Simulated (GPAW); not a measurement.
Input and output of a self-consistent single point for Y₂Ge₃ (P-6m2, 5 atoms in the cell) (GPAW).

Method: PBEsol, GPAW PAW datasets PBEsol (made by gpaw-setup) (plane waves; GPAW).

The change in words: lattice scaled by 0.98. Reference geometry:
```
Y2Ge3
1.0
    4.39243     0.00000     0.00000
   -2.19622     3.80396     0.00000
    0.00000     0.00000     7.10729
Y Ge
2 3
Cartesian
  0.00000   0.00000   5.18782
  0.00000   0.00000   1.91947
  0.00000   2.53597   0.00000
  2.19622   1.26798   3.55364
  2.19622   1.26798   0.00000
```

Reference input (self-consistent single point, DFT PBEsol, plane waves, GPAW PAW datasets PBEsol (made by gpaw-setup)): mode = pw; ecut = 600 eV; xc = PBEsol; kpts = 7 7 4; mesh shift (steps) = 0 0 0; occupations.name = fermi-dirac; occupations.width = 0.1 eV; nbands = -9; convergence.forces = 0.001 eV/Å; symmetry.symmorphic = false; symmetry.tolerance = 0.0005; maxiter = 150. This run's input differs from it in these lines:

```diff
@@ -5,5 +5,5 @@
 atoms = Atoms(['Y', 'Y', 'Ge', 'Ge', 'Ge'],
-              cell=[[4.392430, 0.000000, 0.000000],
-                    [-2.196215, 3.803956, 0.000000],
-                    [0.000000, 0.000000, 7.107290]],
+              cell=[[4.304581, 0.000000, 0.000000],
+                    [-2.152291, 3.727877, 0.000000],
+                    [0.000000, 0.000000, 6.965144]],
               scaled_positions=[[0.000000, 0.000000, 0.729930],
```

Output, abridged:

```
     iter     time        total  log10-change:
                         energy   eigst   dens  force
iter:   1 --:--:--   -28.090878
iter:   2 --:--:--   -27.999416   -1.70  -1.21
iter:   3 --:--:--   -27.800840   -1.33  -1.24
iter:   4 --:--:--   -27.737617   -2.37  -1.43
iter:   5 --:--:--   -27.753232   -1.87  -1.56
iter:   6 --:--:--   -27.736447c  -2.95  -2.01
iter:   7 --:--:--   -27.725399   -2.95  -2.20
iter:   8 --:--:--   -27.728107c  -3.97  -2.47
iter:   9 --:--:--   -27.724465c  -3.25  -2.47
iter:  10 --:--:--   -27.724469c  -3.90  -3.20
iter:  11 --:--:--   -27.724436c  -5.24  -3.30
iter:  12 --:--:--   -27.724407c  -6.16  -3.36
iter:  13 --:--:--   -27.724397c  -6.17  -3.44
iter:  14 --:--:--   -27.724417c  -5.17  -3.48
iter:  15 --:--:--   -27.724382c  -5.90  -3.66
iter:  16 --:--:--   -27.724384c  -7.87c -4.28c
iter:  17 --:--:--   -27.724384c  -7.33  -4.45c
iter:  18 --:--:--   -27.724381c  -6.85  -4.46c
iter:  19 --:--:--   -27.724385c  -8.04c -4.64c -2.50
iter:  20 --:--:--   -27.724385c  -8.35c -4.96c -3.52c
Converged after 20 iterations.

Dipole moment: (1.058709, -0.611246, 0.000000) |e|*Ang

Energy contributions relative to reference atoms: (reference = -355242.157259)

Kinetic:        +45.630299
Potential:      -38.539719
External:        +0.000000
XC:             -34.351701
Entropy (-ST):   -0.067370
Local:           -0.429579
SIC:             +0.000000
--------------------------
Free energy:    -27.758070
Extrapolated:   -27.724385

Showing only first 2 kpts
 Kpt  Band  Eigenvalues  Occupancy
  0    15      6.86741    1.99641
  0    16      7.31827    1.71959
  0    17      8.25368    0.00106
  0    18      8.25369    0.00106

  1    15      6.94244    1.99242
  1    16      6.94246    1.99242
  1    17      7.72603    0.18829
  1    18      7.72605    0.18826

Fermi level: 7.49963

No gap
   [... lines left out ...]
Energy (eV): -27.724385

Forces in eV/Ang:
  0 Y     0.00000   -0.00000    0.26386
  1 Y     0.00000    0.00000   -0.26386
  2 Ge    0.00000    0.00000    0.00000
  3 Ge    0.00000    0.00000    0.00000
  4 Ge    0.00000    0.00000    0.00000

Stress tensor:
    -0.009275    -0.000000     0.000000
    -0.000000    -0.009275     0.000000
     0.000000     0.000000    -0.008234
Stress (GPa, Voigt): [-1.486  -1.486  -1.3193  0.      0.     -0.    ]
```

The run converged in 20 iterations. GPAW prints stress with tension positive. Against the reference run the free energy goes down by 5.6 meV/atom, the pressure goes from -2.58 to 1.43 GPa and the largest force goes from 0.208 to 0.264 eV/Å.

The starting cell comes from a database of computed structures (which also holds hypothetical and non-ambient phases and stackings), without a prior relaxation at this level. For this run, on top of that: lattice scaled by 0.98.

Cost on one core of a shared machine: roughly 40 s.
